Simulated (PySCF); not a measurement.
PySCF 2.14.0, unrestricted PBE/def2-svp, df: FC(F)=[C]C(F)=C(F)F, charge 0, multiplicity 2, 9 atoms. The geometry is a generated start, not checked to be a minimum at this level.

```yaml
task: energy
method: pbe
basis: def2-svp
two_electron_scheme: density fitting
mol.max_memory: 3000 MB
mf.max_cycle: 100
mf.init_guess: minao (default)
mf.DIIS: CDIIS (default)
mf.conv_tol: 1e-09 (default)
mf.grids.level: 3 (default)
basis_functions: 126
grid_points: 127784
```

```xyz
9

F      2.6642     0.9092     0.2552
C      1.8497    -0.1199     0.4692
F      2.4573    -0.9919     1.2579
C      0.6427    -0.2216     0.0197
C     -0.5523    -0.2143    -0.6007
F     -0.6674    -0.7591    -1.8250
C     -1.7243     0.2819    -0.0557
F     -2.8925     0.2757    -0.6581
F     -1.7774     0.8400     1.1375
```

Charge 0 and multiplicity 2 are set for this test and not shown to be the ground state.

One run each on 2 threads, 1 BLAS thread. Values of diis_space tried: 3, 5, 8 (default), 12, 20.

Q: Which value of diis_space needs the fewest Fock builds, and what happens away from it?

A: Fewest Fock builds, within one of each other: 8 (default) with 17, 12 with 17, 20 with 17. The count rises to 42 at 3. All converge to one solution.

```csv
diis_space,Fock builds,end
3,42,same solution
5,19,same solution
8 (default),17,same solution
12,17,same solution
20,17,same solution
```
